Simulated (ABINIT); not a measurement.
Equation of state of zinc-blende ZnS (space group 216): energy against volume (ABINIT, PBEsol)

```
CELL_PARAMETERS angstrom
      0.00000     2.62646     2.62646
      2.62646     0.00000     2.62646
      2.62646     2.62646     0.00000
ATOMIC_POSITIONS crystal
  Zn 0.00000 0.00000 0.00000
  S  0.75000 0.75000 0.75000
```

Computed with PBEsol, norm-conserving pseudopotentials (PseudoDojo nc-sr-04 PBEsol standard) (plane waves; ABINIT). Settings: pseudos = [Zn.upf, S.upf]; ecut = 55 Ha; occopt = 3; tsmear = 0.00036749 Ha; ngkpt = 11 11 11; nshiftk = 1; shiftk = 0 0 0; potentials = PseudoDojo nc-sr-04 PBEsol standard; nband = 18; kptopt = 1; nstep = 80; tolvrs = 1e-10. The cell above is the first row's. The rows scale it uniformly. In all rows fractional positions and the k mesh are held. E is the free energy at the stated smearing, counted from the lowest row.

```
V (Å^3/atom)  E (meV/atom)
------------  ------------
18.118                   ?
18.512                6.27
18.906                0.97
19.300                0.00
19.694                2.90
20.087                9.25
20.481               18.69
20.875               30.90
21.269               45.57
```

Fit E of the 8 rows that show it with the third-order Birch-Murnaghan form, a cubic in V^(-2/3). With u = V^(-2/3) - 0.136, the rows have u = 0.006900, 0.004907, 0.002983, 0.001123, -0.000671, -0.002412, -0.004099, -0.005733. Least squares gives E = 6.470 - 3778.11·u + 536412·u² + 1009296·u³. Residuals (row less fit): -0.001, 0.004, 0.000, -0.005, 0.004, 0.001, 0.000, 0.000; standard error 0.004 (degrees of freedom: 4). Its minimum lies at u = 0.003487, so V0 = (0.139487)^(-3/2) = 19.20. There d²E/du² = 1094000 and d³E/du³ = 6056000, so B0 = (4/9) × 19.20^(-7/3) × 1094000 × 0.160218 = 79.0 GPa (the last factor turns the table's units into GPa), and B0' = 4 + (2/3) × 0.139487 × (6056000)/1094000 = 4.5. The program's pressures in the fitted runs (not shown) pass through zero at V = 19.19, 0.00 % from this V0.

**Question.** What does the fit predict for E at V = 18.118, and how far is the calculated value from it?

**Answer.** u = 0.008964, so E = 6.470 - 3778.11 × 0.008964 + 536412 × 0.008964² + 1009296 × 0.008964³ = 16.432 meV/atom. The calculation gives 16.40 meV/atom, 0.032 meV/atom below the prediction (0.1 % of the range of E in the table). The row lies outside the fitted rows, so this is an extrapolation. From the scatter of the fitted rows alone, a prediction at this place has a standard error of 0.011 meV/atom, so the miss is 2.9 times that.

Carrying the step between the two nearest rows on in a straight line would have given 11.57, off by 4.83; series whose last step already gives the withheld value aren't shown. The scan was laid around a cell of about the measured size, scaled by a guess for this functional. The runs keep the symmetry of the cell, so they don't test it for distortions. Cutoffs and mesh are single choices, not tested for convergence of this quantity. Series with a scatter that would blur these digits, or in which a gap closes, are not shown. Nor are scans whose minimum lies at an end fitted in this form.
